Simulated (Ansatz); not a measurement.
**CaC₂ (C2/c, No. 15, 6 atoms in the cell; start mp-1575)**

Calculation: r²SCAN in Ansatz (PAW).

Settings: plane-wave cutoff 500 eV, 12×12×6 k mesh (along the axes of the cell as run), Fermi–Dirac smearing 0.05 eV, scalar-relativistic PAW data made under PBE.

Cell (relaxed at this level):

Space group C2/c (No. 15); a = 6.594 Å, b = 4.166 Å, c = 7.330 Å, α = 90.00°, β = 106.69°, γ = 90.00°

```csv
atom,site,symmetry,x,y,z
Ca,4e,2,0.0000,0.1772,0.2500
C,8f,1,0.2828,0.1403,0.0593
```
(The calculation used a cell of 6 atoms; values per cell refer to that cell.)

For CaC₂ (C2/c, No. 15, 6 atoms in the cell; start mp-1575), the band gap is 2.31 eV (on the SCF k mesh).

Note: the relaxation could not lower the start's symmetry, so the cell can be a saddle point above a distorted one.

Computed values are for the static lattice.

Computing time: about 7 core-minutes (a rough figure).

A start named mp-… is a Materials Project structure, which need not be a measured phase.

Ansatz is an electronic-structure program.
